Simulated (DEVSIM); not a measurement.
System: Ti/Si3N4/SiO2/p-Si capacitor, at 300 K.

```csv
layer (left to right),material,thickness (nm),Na (cm⁻³)
1,Si3N4,26.0,-
2,SiO2,0.500,-
3,Si,6600,7.5e15
```

Metal gate on the left, work function 4.33 eV. Fixed charge at the semiconductor interface 0 cm⁻² (in units of +e); no interface traps.

Constants are typed, rounded textbook-type inputs, not results; the design itself was drawn at random and stands for no fabricated device. Values at 300 K.

| parameter | Si3N4 | SiO2 | Si |
|---|---|---|---|
| gap (eV) | 5.1 | 9 | 1.124 |
| affinity (eV) | 2.1 | 0.9 | 4.05 |
| permittivity | 7.5 | 3.9 | 11.7 |
| Nc (cm⁻³) | - | - | 2.86e19 |
| Nv (cm⁻³) | - | - | 3.1e19 |

DEVSIM, 1D Poisson equation in equilibrium, Boltzmann statistics, complete ionisation; no quantum confinement or tunnelling. Metal contacts follow the ideal Schottky-Mott rule: no Fermi-level pinning, no interface dipoles.

Base results: threshold voltage (band bending 2φF) (V) 0.23; capacitance of the dielectric stack (μF/cm²) 0.246; minimum of the low-frequency capacitance (μF/cm²) 0.0298; flat-band voltage (V) -0.63.

### Question
What follows from this one change: substrate doping 7.5e+15 → 1.5e+16 cm^-3?

### Answer
threshold voltage (band bending 2φF) 0.23 → 0.33 V; capacitance of the dielectric stack little changed (0.246 μF/cm²); minimum of the low-frequency capacitance 0.0298 → 0.0390 μF/cm²; flat-band voltage -0.63 → -0.65 V.

### Question
What follows from this one change: fixed charge 0 → 6.3e+11 cm^-2?

### Answer
threshold voltage (band bending 2φF) 0.23 → -0.17 V; capacitance of the dielectric stack little changed (0.246 μF/cm²); minimum of the low-frequency capacitance little changed (0.0297 μF/cm²); flat-band voltage -0.63 → -1.04 V.

### Question
What follows from this one change: Si3N4 thickness 0.026 → 0.022 μm?

### Answer
threshold voltage (band bending 2φF) 0.23 → 0.21 V; capacitance of the dielectric stack 0.246 → 0.289 μF/cm²; minimum of the low-frequency capacitance little changed (0.0302 μF/cm²); flat-band voltage little changed (-0.63 V).

### Question
What follows from this one change: interface trap density 0 → 1e+12 cm^-2 eV^-1?

### Answer
threshold voltage (band bending 2φF) 0.23 → 0.46 V; capacitance of the dielectric stack little changed (0.246 μF/cm²); minimum of the low-frequency capacitance 0.0298 → 0.109 μF/cm²; flat-band voltage -0.63 → -0.85 V.

### Question
What follows from this one change: gate work function 4.33 → 4.03 eV?

### Answer
threshold voltage (band bending 2φF) 0.23 → -0.07 V; capacitance of the dielectric stack little changed (0.246 μF/cm²); minimum of the low-frequency capacitance little changed (0.0298 μF/cm²); flat-band voltage -0.63 → -0.93 V.
